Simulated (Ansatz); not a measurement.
**SrZrS3 (model structure, started from the cubic perovskite type, Pm-3m, No. 221, 5 atoms in the cell)**

Method: PBEsol+SOC (plane waves, PAW; Ansatz, a program for electronic structure).

Settings: plane-wave cutoff 520 eV, 8×8×8 k mesh, Fermi–Dirac smearing 0.01 eV, PAW data made under PBE.

Cell (relaxed with PBEsol):

```cif
data_S3SrZr
_chemical_formula_sum 'Sr1 Zr1 S3'
_space_group_name_H-M_alt 'P 1'
_space_group_IT_number 1
_cell_length_a 4.94808
_cell_length_b 4.94808
_cell_length_c 4.94808
_cell_angle_alpha 90.000
_cell_angle_beta 90.000
_cell_angle_gamma 90.000
loop_
_space_group_symop_operation_xyz
  'x, y, z'
loop_
_atom_site_label
_atom_site_type_symbol
_atom_site_fract_x
_atom_site_fract_y
_atom_site_fract_z
_atom_site_occupancy
Sr1 Sr 0.00000 0.00000 0.00000 1
Zr1 Zr 0.50000 0.50000 0.50000 1
S1 S 0.00000 0.50000 0.50000 1
S2 S 0.50000 0.50000 0.00000 1
S3 S 0.50000 0.00000 0.50000 1
```

| Item | Value |
|---|---|
| band gap | 0.28 eV (indirect) |
| smallest direct gap on the k points sampled | 0.74 eV |

Note: the relaxation could raise the start's symmetry but not lower it, so the cell can be a saddle point.

Static lattice: no zero-point or thermal effects.

It cost roughly 4 core-minutes of CPU time.

A model structure was made by putting elements into a prototype or built by hand; it is no filed structure, need not be a known phase, and can be a saddle point held by its symmetry.
